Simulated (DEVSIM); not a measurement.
System: illuminated Si p-on-n cell, one wavelength, at 250 K.

Layer 1 from the left is Si, thickness (μm) 0.890, Na (cm⁻³) 2.1e18, τn (s) 1e-6, τp (s) 6.9e-8, absorption coefficient (cm⁻¹) 1700. Layer 2 from the left is Si, thickness (μm) 43.0, Nd (cm⁻³) 5.1e16, τn (s) 3.3e-6, τp (s) 3.3e-6, absorption coefficient (cm⁻¹) 1700.

Left contact: ohmic, minority electron recombination velocity 100 cm/s. Right contact: ohmic, minority hole recombination velocity 20000 cm/s. Voltage is applied to the left contact. Recombination: SRH at mid-gap, radiative, Auger. Light enters at the left, 2.8e18 photons cm⁻² s⁻¹, one pass, no reflection. Mobility is constant in doping.

This is a model device: material constants are rounded textbook-type values typed into the input, and sizes, dopings and lifetimes were drawn at random. Values at 300 K; Nc and Nv go as T^1.5, mobilities as T to minus their exponent, the gap by Varshni's rule with the affinity fixed.

Si: gap (eV) 1.124, affinity (eV) 4.05, permittivity 11.7, Nc (cm⁻³) 2.86e19, Nv (cm⁻³) 3.1e19, μn (cm²/Vs) 1417, μp (cm²/Vs) 470, T exponent of μn 2.3, T exponent of μp 2.2, B (cm³/s) 4.7e-15, Cn (cm⁶/s) 2.8e-31, Cp (cm⁶/s) 9.9e-32, Varshni α (eV/K) 0.000473, Varshni β (K) 636.

Model (solved in DEVSIM): 1D drift-diffusion, Boltzmann statistics, complete ionisation; no tunnelling, impact ionisation, image-force lowering or self-heating.

Dark forward current:

| |V| (V) | |J| (A/cm²) |
|---|---|
| 0.05 | 4.066e-12 |
| 0.10 | 1.654e-11 |
| 0.15 | 5.751e-11 |
| 0.20 | 1.940e-10 |
| 0.25 | 6.537e-10 |
| 0.30 | 2.241e-9 |
| 0.35 | 8.066e-9 |
| 0.40 | 3.271e-8 |
| 0.45 | 1.667e-7 |
| 0.50 | 1.134e-6 |
| 0.55 | 9.621e-6 |
| 0.60 | 9.132e-5 |
| 0.65 | 0.0009066 |
| 0.70 | 0.009147 |
| 0.75 | 0.09265 |
| 0.80 | 0.9245 |
| 0.85 | 8.188 |
| 0.90 | 52.10 |
| 0.95 | 240.4 |
| 1.00 | 932.9 |
| 1.05 | 3244 |

Question: Work out the local ideality factor n = ΔV / (kT/q · ln(J2/J1)) between the rows 0.10 and 0.15 V, 0.70 and 0.75 V, 1.00 and 1.05 V.

Answer: kT/q = 21.54 mV. From 0.10 to 0.15 V: ln(5.751e-11/1.654e-11) = 1.246, n = 1.86, near the 2 of recombination in the depletion region. From 0.70 to 0.75 V: ln(0.09265/0.009147) = 2.315, n = 1.00, near the 1 of diffusion or emission over a barrier. From 1.00 to 1.05 V: ln(3244/932.9) = 1.246, n = 1.86.

Question: What current could the absorbed light give at most, and what share is collected?

Answer: Σ αd = 7.46, so qΦ(1 − exp(−Σ αd)) = 448 mA/cm². The simulated short-circuit current is 399.9 mA/cm², a share of 0.89.

Question: Estimate the open-circuit voltage by superposition: the voltage at which the dark current equals that short-circuit current.

Answer: Interpolating ln J in the table gives 0.782 V. The simulation gives 0.782 V, the same within the digits that matter. Superposition holds where collection doesn't change with voltage.

Question: Estimate the fill factor from FF0 = (v − ln(v + 0.72))/(v + 1), v = qVoc/(nkT), with n from the dark curve.

Answer: The rows about Voc, 0.75 and 0.80 V, give n = 1.01, so v = 36.0 and FF0 = 0.876. The simulation gives 0.874, the same within the digits that matter.
